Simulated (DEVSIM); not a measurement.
# abrupt InP n-p junction

Structure: abrupt InP n-p junction, at 300 K.

| layer (left to right) | material | thickness (μm) | Nd (cm⁻³) | Na (cm⁻³) | τn (s) | τp (s) |
|---|---|---|---|---|---|---|
| 1 | InP | 0.980 | 1.8e17 | - | 2.4e-8 | 2.4e-8 |
| 2 | InP | 17.0 | - | 7.2e14 | 2.4e-8 | 2.4e-8 |

Left contact: ohmic. Right contact: ohmic. Voltage is applied to the left contact. Recombination: SRH at mid-gap. Mobility is μmin + (μ − μmin)/(1 + (N/Nref)^α).

Constants are typed, rounded textbook-type inputs, not results; the design itself was drawn at random and stands for no fabricated device. Values at 300 K.

```
parameter         InP
-------------  ------
gap (eV)        1.344
affinity (eV)    4.38
permittivity     12.5
Nc (cm⁻³)      5.7e17
Nv (cm⁻³)      1.1e19
μn (cm²/Vs)      5200
μp (cm²/Vs)       170
μn,min            400
μp,min             10
Nref,n           3e17
Nref,p         4.9e17
αn               0.47
αp               0.62
```

Model (solved in DEVSIM): 1D drift-diffusion, Boltzmann statistics, complete ionisation; no tunnelling, impact ionisation, image-force lowering or self-heating.

```
Property                                            Value
---------------------------------------------  ----------
Potential step across the device at zero bias     1.065 V
Largest field in the device at zero bias       25000 V/cm
Dark forward voltage at 1 A/cm²                   0.874 V
Dark forward voltage at 100 A/cm²                 1.188 V
```

Small-signal capacitance in reverse bias (quasi-static):

```json
[
 {"V (V)": "0.2", "C (nF/cm²)": "7.36"},
 {"V (V)": "0.5", "C (nF/cm²)": "6.56"},
 {"V (V)": "1", "C (nF/cm²)": "5.66"},
 {"V (V)": "1.5", "C (nF/cm²)": "5.05"},
 {"V (V)": "2", "C (nF/cm²)": "4.61"},
 {"V (V)": "3", "C (nF/cm²)": "3.99"},
 {"V (V)": "4", "C (nF/cm²)": "3.57"},
 {"V (V)": "5", "C (nF/cm²)": "3.25"},
 {"V (V)": "6.5", "C (nF/cm²)": "2.91"},
 {"V (V)": "8", "C (nF/cm²)": "2.66"},
 {"V (V)": "10", "C (nF/cm²)": "2.40"}
]
```

Dark forward current:

(V (V), J (A/cm²)): (-0.05, -6.9e-10); (-0.10, -2.4e-9); (-0.20, -2.0e-8); (-0.25, -5.5e-8); (-0.30, -1.5e-7); (-0.35, -4.2e-7); (-0.45, -3.4e-6); (-0.50, -1.0e-5); (-0.55, -3.2e-5); (-0.65, -0.00053); (-0.70, -0.0028); (-0.75, -0.016); (-0.85, -0.53); (-0.90, -2.0); (-0.95, -5.5); (-1.00, -12); (-1.10, -43); (-1.15, -71); (-1.20, -110); (-1.30, -240); (-1.35, -330); (-1.40, -450); (-1.50, -740); (-1.55, -920); (-1.60, -1100); (-1.65, -1300); (-1.75, -1800); (-1.80, -2000)
